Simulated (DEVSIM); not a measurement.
Device: Pt/SiO2/n-Ge capacitor, at 300 K.

```
layer (left to right)  material  thickness (nm)  Nd (cm⁻³)
---------------------  --------  --------------  ---------
1                          SiO2            7.40          -
2                            Ge           12000     2.5e15
```

Metal gate on the left, work function 5.6 eV. Fixed charge at the semiconductor interface 7.95e11 cm⁻² (in units of +e); interface traps 5.2e10 cm⁻² eV⁻¹, uniform in energy, neutral level at 0.3 of the gap above the valence band.

The device is made up for the run: typed textbook-type constants, with dimensions and the other settings drawn at random. Values at 300 K.

```
parameter      SiO2       Ge
-------------  ----  -------
gap (eV)          9    0.664
affinity (eV)   0.9        4
permittivity    3.9       16
Nc (cm⁻³)         -  1.04e19
Nv (cm⁻³)         -     6e18
```

DEVSIM, 1D Poisson equation in equilibrium, Boltzmann statistics, complete ionisation; no quantum confinement or tunnelling. Metal contacts follow the ideal Schottky-Mott rule: no Fermi-level pinning, no interface dipoles.

Give the band bending (positive: bands bend down) and minority sheet density.


```tsv
Vg (V)	ψs (V)	minority carriers (cm⁻²)
0.1	-0.447	1.5e12
0.25	-0.433	1.1e12
0.4	-0.414	7.4e11
0.55	-0.386	3.9e11
0.7	-0.335	1.1e11
0.85	-0.229	3.4e9
1	-0.096	2.4e8
1.15	0.024	2.1e8
1.3	0.102	2.1e8
1.45	0.144	2.1e8
1.6	0.170	2.1e8
1.75	0.188	2.1e8
1.9	0.202	2.1e8
2.05	0.213	2.1e8
```
